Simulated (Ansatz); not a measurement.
Take LaN in the zinc blende structure (space group F-43m, No. 216; a = 5.546 Å; a hypothetical phase, not in the database extracts checked) as the base.

Computed with Kohn–Sham DFT with the PBEsol functional, run in Ansatz (a first-principles code) with PAW and 420 eV plane waves, no spin-orbit coupling.

One change was made to it. Results:

| quantity | base | after |
|---|---|---|
| density | 5.95 g/cm³ | 6.40 g/cm³ |
| electron mass | 0.39 mₑ (at Γ) | 0.40 mₑ (at Γ) |
| smallest direct gap | 2.22 eV | 2.33 eV |

Task: What was done to the base?
A. pressure 7.5 GPa
B. pressure 0.3 GPa
C. pressure −2 GPa

Result: A, pressure 7.5 GPa. For comparison, the electron mass in the other runs: pressure −2 GPa gives 0.38 mₑ (at Γ); pressure 0.3 GPa gives 0.39 mₑ (at Γ).

Load acts through the strain it causes; cell and atoms are relaxed under it. Masses are band curvatures over ±0.01 Å⁻¹ around the edge. No phonon test of stability was made. Competing high-pressure phases were not computed.
